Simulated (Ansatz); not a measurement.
The starting structures come from a database of crystals and need not be the phases stable at ambient conditions.

Data:

```
CELL_PARAMETERS angstrom
      6.53334     0.00000     0.00000
      3.26667     6.55512     0.00498
      0.00000     2.23127     7.58449
ATOMIC_POSITIONS crystal
  Tl 0.24383 0.21494 0.55006
  Tl 0.75617 0.78506 0.44994
  Tl 0.45877 0.78506 0.94994
  Tl 0.54123 0.21494 0.05006
  Te 0.04120 0.63658 0.08329
  Te 0.95880 0.36342 0.91671
  Te 0.67778 0.36342 0.41671
  Te 0.32222 0.63658 0.58329
  Te 0.13183 0.00000 0.25000
  Te 0.86817 0.00000 0.75000
```

Space group of this cell: C2/c. The cell was relaxed by PBE-D3(BJ); by PBEsol its mean pressure is -0.7 GPa.

Transport runs along the normal of the first two printed cell vectors.

No gap correction and no spin-orbit coupling; mid-gap values are interpolated between computed energies.

Problem. Predict the band gap and the smallest decay constant κ at mid-gap from Ansatz (an electronic-structure program) with PBEsol.

Solution. Gap 0.32 eV on a 6×6×4 mesh; κ = 0.074 1/Å, at (0.000, 0.500) of the in-plane reciprocal vectors. At the zone centre, at the nearest computed energy, the slowest state has κ = 0.14 1/Å.
